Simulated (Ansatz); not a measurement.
BP (P6₃mc, No. 186; start mp-1008559; another space group than a measured phase of this formula) was calculated with HSE06 (plane waves, PAW; Ansatz, a program for electronic structure).

Settings: plane-wave cutoff 460 eV, 9×9×6 k mesh (along the axes of the cell as run), Fermi–Dirac smearing 0.01 eV, scalar-relativistic PAW data made under PBE.

The cell is the one relaxed with PBEsol. Conventional cell: a = 3.1793 Å, b = 3.1793 Å, c = 5.2743 Å, α = 90.00°, β = 90.00°, γ = 120.00°.

```
BP
1.0
    3.17927     0.00000     0.00000
   -1.58963     2.75333     0.00000
    0.00000     0.00000     5.27433
B P
2 2
Direct
  0.66667   0.33333   0.50045
  0.33333   0.66667   0.00045
  0.66667   0.33333   0.87455
  0.33333   0.66667   0.37455
```

List the 10 lowest band energies at Γ above −25 eV (eV, relative to the valence band maximum), grouping those that round alike.

At Γ: -17.57, -13.96, -10.46, -2.35 (×2), -0.48, 0.00 (×2), 3.62 (×2).

Note: cell and atoms aren't relaxed at this level (pressure 0.4 GPa).

A start named mp-… is a Materials Project structure, which can be a computed phase never made.
